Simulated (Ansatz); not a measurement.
## Point defect Ga interstitial in metastable alpha Ga2O3

All values below come from PBE, PAW (plane waves to 420 eV; Ansatz, an electronic-structure program). The supercell holds 120 host sites (2×2×1 repeats of the unit cell), with a 2×2×2 Γ-centred k-point sampling for the final energies. Site at the start: void with 3O nearest. Charged cells carry a point-charge image correction with potential alignment at far atoms. Dielectric constants: PBE linear response of the host. Host gap at this level: 2.40 eV. A cell of this size leaves errors of a few tenths of an eV. Levels are measured in PBE's own, too narrow, gap. Spin–orbit coupling is left out. Each state is the lowest found from its start.

Formation energies E_f are given with the Fermi level at the valence-band maximum. Chemical conditions: Ga-rich (Δμ(Ga) = 0.00 eV; only phases computed here count, gases as isolated molecules at 0 K); O-rich (Δμ(Ga) = -4.48 eV; only phases computed here count, gases as isolated molecules at 0 K). Reference phases: Ga: alpha gallium.

The name describes the start; the neighbours show where the added atom ended.

```
charge         moment (μB)  point group  largest move off a lattice site (Å)     neighbours of the added atom at the end (Å)  image correction with alignment (eV)  E_f, Ga-rich (eV)  E_f, O-rich (eV)
------  ------------------  -----------  -----------------------------------  ----------------------------------------------  ------------------------------------  -----------------  ----------------
+3      not spin-polarised          C3i                                 0.48  O 1.99, O 1.99, O 1.99, O 1.99, O 1.99, O 1.99                                  1.48              -3.90              0.58
+2*               quenched          C3i                                 0.48  O 1.99, O 1.99, O 1.99, O 1.99, O 1.99, O 1.99                                     –                  –                 –
+1*     not spin-polarised          C3i                                 0.48  O 1.99, O 1.99, O 1.99, O 1.99, O 1.99, O 1.99                                     –                  –                 –
0*                quenched          C3i                                 0.48  O 2.01, O 2.01, O 2.01, O 2.01, O 2.01, O 2.01                                     –                  –                 –
```

* At this level the carrier isn't localised at the defect: at charge +2 electrons occupy the conduction band; at charge +1 electrons occupy the conduction band; at charge 0 electrons occupy the conduction band. Such a state is shallow or no state of the defect, and this cell gives it no level.

Point groups are those of the whole cell at tolerances of 0.03 and 0.1 Å ("near" where only the looser one holds); none is given for unsettled states.

Starting moments that weren't kept: charge +2 began with 1 μB and ended with 0.0; charge 0 began with 1 μB and ended with 0.0.

Flagged in the runs: a host whose relaxation on this sampling wasn't shown to rest.
